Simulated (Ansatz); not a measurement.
Base system: Ca3SbN in the anti-perovskite structure (space group Pm-3m, No. 221; a = 4.803 Å; a cell from a computed database, its experimental status unchecked).

It is then changed as follows: a hydrostatic pressure of 5 GPa.

Levels (all Ansatz, a quantum-chemistry and plane-wave program, PAW): PBEsol (420 eV, scalar-relativistic without spin-orbit coupling); PBEsol+SOC (420 eV, noncollinear with spin-orbit coupling).

The geometry is relaxed with PBEsol.

- PBEsol band gap = 0.20 eV
- PBEsol valence-band top at Γ = 0.00, 0.00, 0.00 eV
- PBEsol pressure = 5.00 GPa

Q: Predict the band gap, valence-band top at Γ and pressure from PBEsol+SOC.

A: The band gap falls by 0.11 eV, from 0.20 eV to 0.09 eV; the valence-band top at Γ (three highest Kramers pairs, from the VBM) becomes 0.00, 0.00, -0.31 eV (PBEsol: 0.00, 0.00, 0.00 eV); the pressure stays essentially unchanged (5.00 GPa against 4.98 GPa). The threefold valence maximum splits by Δso ≈ 0.31 eV.

Single points use the geometry relaxed with PBEsol. Differences between runs with and without spin-orbit coupling are approximate. Spin-orbit coupling, missing from the scalar runs, can matter with Sb. Load acts through the strain it causes; cell and atoms are relaxed under it. Stability against distortions was not tested. No other phases were tried under pressure. A zero or small gap of Ca3SbN under pressure 5 GPa can be the functional's error rather than a property of the material.
